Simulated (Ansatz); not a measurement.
The parent structure is Pt in the fcc (Cu type) structure (space group Fm-3m, No. 225; a = 3.942 Å; relaxed with 0.1 eV smearing). Axes: x, y, z lie along the cube axes.

All numbers come from r2SCAN (Ansatz, a first-principles code), scalar-relativistic without spin-orbit coupling.

Strains are applied to the cell and any free atomic positions relax; under biaxial strain the out-of-plane vector relaxes too.

One change was made to it. Results:

| quantity | base | after |
|---|---|---|
| energy relative to the base (free energy F) | 0 meV/atom | +2.0 meV/atom |
| band gap | zero | zero |

Task: What was done to the base?
A) biaxial strain +1.00 %, plane normal [001], relaxed out of plane
B) biaxial strain +2.00 %, plane normal [001], relaxed out of plane
C) biaxial strain +3.00 %, plane normal [001], relaxed out of plane
D) biaxial strain +2.50 %, plane normal [001], relaxed out of plane

Result: A, biaxial strain +1.00 %, plane normal [001], relaxed out of plane. For comparison, the energy relative to the base in the other runs: biaxial strain +2.50 %, plane normal [001], relaxed out of plane gives +11 meV/atom; biaxial strain +3.00 %, plane normal [001], relaxed out of plane gives +15 meV/atom; biaxial strain +2.00 %, plane normal [001], relaxed out of plane gives +7.4 meV/atom.

No phonon test of stability was made. The final runs are not spin-polarised.
